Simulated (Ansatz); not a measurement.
## Na₂Te in the anti-fluorite structure (space group Fm-3m, No. 225)

```
CELL_PARAMETERS angstrom
      0.00000     3.62302     3.62302
      3.62302     0.00000     3.62302
      3.62302     3.62302     0.00000
ATOMIC_POSITIONS crystal
  Na 0.25000 0.25000 0.25000
  Na 0.75000 0.75000 0.75000
  Te 0.00000 0.00000 0.00000
```

Calculations: DFT with PBEsol, PAW potentials and a 420 eV plane-wave cutoff in Ansatz (an electronic-structure program), without spin-orbit coupling. k-mesh 8×8×8 (Γ-centred); smearing 0.05 eV (Fermi–Dirac).

```yaml
volume_per_atom: 31.70 Å³
density: 3.03 g/cm³
band_gap: 2.02 eV, direct at Γ
electron_mass: 0.21 mₑ
Hole mass (degenerate bands, along [100]): 0.28, 1.6, 1.6 mₑ
Lowest conduction-band minima above the VBM: Γ 2.02 eV; X along ⟨100⟩ 2.94 eV
total_energy: -3285.320 eV/atom (σ→0; compares only within this code and set-up)
```

Spin-orbit coupling, missing from the scalar runs, can matter with Te. Masses are band curvatures over ±0.01 Å⁻¹ around the edge. No phonon test of stability was made.
